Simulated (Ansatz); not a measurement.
SiC (P6_3mc): band-edge transport data

Given:

```
CELL_PARAMETERS angstrom
      3.07595     0.00000     0.00000
     -1.53798     2.66385     0.00000
      0.00000     0.00000     5.04771
ATOMIC_POSITIONS crystal
  Si 0.33333 0.66667 0.49959
  Si 0.66667 0.33333 0.99959
  C  0.33333 0.66667 0.87541
  C  0.66667 0.33333 0.37541
```

All values below come from PBEsol with spin-orbit coupling, rigid bands (plane waves, PAW; Ansatz, a quantum-chemistry and plane-wave program). Cell: cell and atoms relaxed with PBEsol.

band gap: 2.12 eV
electron conductivity mass (300 K, dilute): 0.43 (x), 0.43 (y), 0.26 (z) mₑ
hole conductivity mass (300 K, dilute): 1.20 (x), 1.20 (y), 1.49 (z) mₑ
effective density of states N_c (300 K): 1.1e19 cm⁻³
effective density of states N_v (300 K): 6.4e19 cm⁻³
density-of-states mass, electrons: 0.56 mₑ
density-of-states mass, holes: 1.87 mₑ
Seebeck coefficient, n-type 1e19 cm⁻³, 300 K: -231 μV/K
Seebeck coefficient, p-type 1e19 cm⁻³, 300 K: 392 μV/K

Rigid bands; masses and Seebeck coefficients take one relaxation time τ for all states and one kind of carrier; polarons and phonon drag are left out.
